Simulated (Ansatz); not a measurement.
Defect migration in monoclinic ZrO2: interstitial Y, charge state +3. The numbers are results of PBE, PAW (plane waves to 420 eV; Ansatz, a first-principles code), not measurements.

Cell of 96 host sites held at the relaxed PBE lattice; the Γ point alone; Fermi-Dirac width 0.01 eV, spin-restricted; finite-size errors left in. No zero-point or tunnelling terms. The charge state is imposed; whether it is stable for some Fermi level was not computed. Sites that were not tried may lie lower.

Barriers: single points on a 2×2×2 k-point mesh shifted by half a step at the bands' geometries.

Relaxed starting cell (atoms counted from 1):

```xyz
97
Lattice="10.3787 0.0000 0.0000 0.0000 10.4835 0.0000 -1.8071 0.0000 10.6048" Properties=species:S:1:pos:R:3 pbc="T T T"
Zr     0.7571     2.3605     3.7674
Zr    -0.1211     2.3874     9.0805
Zr     0.7198     7.6623     3.8165
Zr    -0.1532     7.6905     9.0645
Zr     5.9544     2.4023     3.7597
Zr     5.0813     2.3961     9.0392
Zr     6.0449     7.7010     3.7548
Zr     5.1022     7.6458     9.0126
Zr     3.4442     2.6400     1.5282
Zr     2.5482     2.7636     6.9336
Zr     3.4792     8.2761     1.5244
Zr     2.5999     8.1046     6.8879
Zr     8.6898     2.8333     1.5372
Zr     7.7731     2.8197     6.8125
Zr     8.6923     8.1347     1.5351
Zr     7.7541     8.1278     6.8137
Zr     2.7496     4.9974     4.6173
Zr     2.1563     4.9963     9.5105
Zr     3.0430    10.2496     4.2246
Zr     2.1651    10.2596     9.4694
Zr     8.2389     5.0241     4.1625
Zr     7.4145     5.0209     9.3952
Zr     8.2158    10.2948     4.1803
Zr     7.3080    10.2739     9.4664
Zr     1.1825     0.2186     1.0987
Zr     0.3191     0.2189     6.4136
Zr     1.1452     5.4676     1.1657
Zr     0.2039     5.4636     6.5595
Zr     6.4674     0.2460     1.0871
Zr     5.5146     0.2390     6.4018
Zr     6.7496     5.4703     0.9280
Zr     5.5708     5.4675     6.3818
O     -0.4337     0.9083     4.4932
O     -1.3580     0.9189     9.8055
O     -0.4173     6.1339     4.5488
O     -1.2183     6.1208     9.8149
O      4.7412     0.9259     4.5111
O      3.8645     0.9195     9.7928
O      4.7438     6.1145     4.4084
O      3.9384     6.1372     9.7845
O      4.8647     4.2557     0.7527
O      3.7904     4.2982     6.1665
O      4.7243     9.6237     0.7691
O      3.8150     9.5604     6.0939
O      9.8845     4.3478     0.7779
O      8.9287     4.3648     6.1165
O      9.8935     9.5895     0.7725
O      8.9983     9.5794     6.0734
O      4.2431     3.5424     3.4514
O      3.3655     3.5203     8.7572
O      4.2946     8.7960     3.4189
O      3.3771     8.7666     8.7455
O      9.4625     3.5399     3.4409
O      8.5797     3.5295     8.7262
O      9.4444     8.8099     3.4304
O      8.5313     8.7985     8.7277
O      0.0291     1.7315     1.8538
O     -0.8672     1.7193     7.1464
O      0.0389     6.9972     1.8669
O     -0.9211     6.9941     7.1817
O      5.2000     1.6887     1.8508
O      4.2893     1.6939     7.1707
O      5.3665     7.0455     1.7773
O      4.3141     6.9378     7.1146
O      1.3136     3.8014     5.3190
O      0.6185     3.8245    10.5393
O      1.4672     9.0974     5.1962
O      0.5545     9.1008    10.4838
O      6.6357     3.9084     5.1321
O      5.8220     3.9247    10.4074
O      6.6403     9.1673     5.1637
O      5.7320     9.1497    10.4697
O      2.8083     1.2542     0.1106
O      1.9213     1.3096     5.4296
O      2.9788     6.4581     0.4335
O      1.8472     6.5339     5.6100
O      8.0197     1.3710     0.1096
O      7.1056     1.3517     5.4068
O      8.1736     6.6389     0.0290
O      7.1011     6.6177     5.3734
O      2.3669     1.2875     2.7693
O      1.4729     1.2827     8.0947
O      2.3404     6.5524     2.9757
O      1.4268     6.5420     8.2177
O      7.5665     1.3101     2.7554
O      6.6609     1.2825     8.0557
O      7.6429     6.5384     2.7182
O      6.6908     6.5134     8.0110
O      1.9772     4.0376     2.5777
O      0.9941     3.9787     7.9025
O      1.9049     9.2495     2.5313
O      1.0051     9.2297     7.8405
O      7.1059     4.0112     2.4748
O      6.2157     3.9729     7.7810
O      7.1037     9.2392     2.5271
O      6.1828     9.2149     7.8055
Y      4.1342     5.4440     2.3329
```
Cell charge +3.

End state 1 differs by these moves (Å; atoms that move under 0.08 Å are left out):

```tsv
atom	element	Δx	Δy	Δz
3	Zr	0.06	0.00	-0.06
5	Zr	0.04	-0.18	0.01
7	Zr	-0.02	0.15	0.01
8	Zr	0.01	0.09	-0.05
9	Zr	-0.02	0.15	0.01
10	Zr	0.01	0.09	-0.05
11	Zr	0.04	-0.18	0.01
13	Zr	0.06	0.00	-0.06
17	Zr	-0.03	0.03	-0.25
21	Zr	0.09	0.00	-0.03
27	Zr	0.09	0.00	-0.03
31	Zr	-0.03	0.03	-0.25
39	O	-0.14	0.12	0.13
40	O	-0.06	0.06	-0.05
41	O	-0.14	0.12	0.13
42	O	-0.06	0.06	-0.05
49	O	-0.14	-0.09	0.07
63	O	-0.14	-0.09	0.07
69	O	-0.14	0.13	-0.27
70	O	0.00	0.04	-0.12
75	O	-0.14	0.13	-0.27
76	O	0.00	0.04	-0.12
83	O	0.03	-0.07	-0.16
84	O	0.02	-0.02	-0.10
87	O	-0.15	-0.08	0.00
89	O	-0.15	-0.08	0.00
93	O	0.03	-0.07	-0.16
94	O	0.02	-0.02	-0.10
97	Y	1.20	-0.39	0.63
```

### Question
What forward and backward barriers to end state 1 does PBE, PAW give?

### Answer
forward 0.58 eV, backward 0.58 eV; at the saddle point atom 97 has neighbours 4 O at 2.12, 2 O at 2.46 Å. The saddle point's order was not checked, and it lies on a symmetry element of the cell, where a band can be held.

End state 2 differs by these moves (Å; atoms that move under 0.15 Å are left out):

```json
[
 {"atom": "4", "element": "Zr", "Δx": "-0.09", "Δy": "-0.04", "Δz": "0.15"},
 {"atom": "7", "element": "Zr", "Δx": "0.26", "Δy": "-0.05", "Δz": "-0.18"},
 {"atom": "9", "element": "Zr", "Δx": "0.08", "Δy": "0.22", "Δz": "-0.01"},
 {"atom": "11", "element": "Zr", "Δx": "0.03", "Δy": "-0.15", "Δz": "0.03"},
 {"atom": "12", "element": "Zr", "Δx": "-0.30", "Δy": "0.02", "Δz": "0.38"},
 {"atom": "17", "element": "Zr", "Δx": "0.28", "Δy": "-0.15", "Δz": "-0.44"},
 {"atom": "19", "element": "Zr", "Δx": "-0.05", "Δy": "0.23", "Δz": "-0.04"},
 {"atom": "20", "element": "Zr", "Δx": "-0.07", "Δy": "0.10", "Δz": "0.12"},
 {"atom": "31", "element": "Zr", "Δx": "-0.29", "Δy": "0.00", "Δz": "0.13"},
 {"atom": "36", "element": "O", "Δx": "-0.15", "Δy": "0.00", "Δz": "0.02"},
 {"atom": "39", "element": "O", "Δx": "0.17", "Δy": "-0.04", "Δz": "0.02"},
 {"atom": "41", "element": "O", "Δx": "-0.13", "Δy": "0.10", "Δz": "0.04"},
 {"atom": "65", "element": "O", "Δx": "0.14", "Δy": "0.07", "Δz": "-0.14"},
 {"atom": "75", "element": "O", "Δx": "-0.19", "Δy": "0.12", "Δz": "-0.17"},
 {"atom": "83", "element": "O", "Δx": "0.19", "Δy": "0.11", "Δz": "0.11"},
 {"atom": "92", "element": "O", "Δx": "-0.14", "Δy": "0.09", "Δz": "0.13"},
 {"atom": "97", "element": "Y", "Δx": "-0.45", "Δy": "2.23", "Δz": "2.65"}
]
```

### Question
Give the forward and backward barriers to end state 2 at the level PBE, PAW.

### Answer
forward 3.94 eV, backward 3.94 eV; at the saddle point atom 97 has neighbours O at 1.99, O at 2.06, O at 2.10, O at 2.13 Å. The saddle point's order was not checked.
